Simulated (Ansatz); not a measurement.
Amorphous Ti₂₀O₄₃Ga₂, 65 atoms at 3.52 g/cm³, one PBE-relaxed geometry, zone centre. Methods: PBE, scalar-relativistic without spin-orbit coupling (Ansatz, a first-principles code); r2SCAN, scalar-relativistic without spin-orbit coupling (Ansatz); HSE06, scalar-relativistic without spin-orbit coupling (Ansatz). Plane waves to 420 eV (r2SCAN 500 eV); exact exchange is cut at the cell's faces. At PBE the levels at the filled edge of the gap are localised (band-tail or defect states). All rungs ran without spin polarisation.

A CHGNet melt-quench gave the starting glass, which DFT then relaxed. O atoms were pushed apart under 1.9 Å during the dynamics, to hinder bonds among them. The hot cell started wider than the set density and was brought back towards it in steps. It is the lowest in DFT energy of 2 quenches. It is a model cell: composition and starting density were chosen by hand, and all elements were melted together. No dispersion term was used. Its density started from a set value of 3.72 and ended at 3.52 g/cm³. The simulated quench (nominally 360 K/ps over its main leg) is rapid and tends to freeze in more defects than a deposited or slowly cooled glass has. Values belong to this one cell and scatter from quench to quench. Volume and shape were free in the relaxation.

The relaxation ran on the zone centre alone. At PBE the level gap is 2.65 eV on a 2×2×2 Γ-centred mesh, and the spacing at the zone centre alone 2.66 eV.

Q: What zone-centre spacing does r2SCAN give, roughly?

A: 2.98 eV (+0.32 eV against PBE).

Q: What zone-centre spacing does HSE06 give, roughly?

A: 4.12 eV (+1.46 eV against PBE).

The highest filled and the lowest empty state spread over these numbers of atoms (participation numbers): PBE: 7.2 and 11.9; r2SCAN: 6.4 and 9.8; HSE06: 5.9 and 10.5.
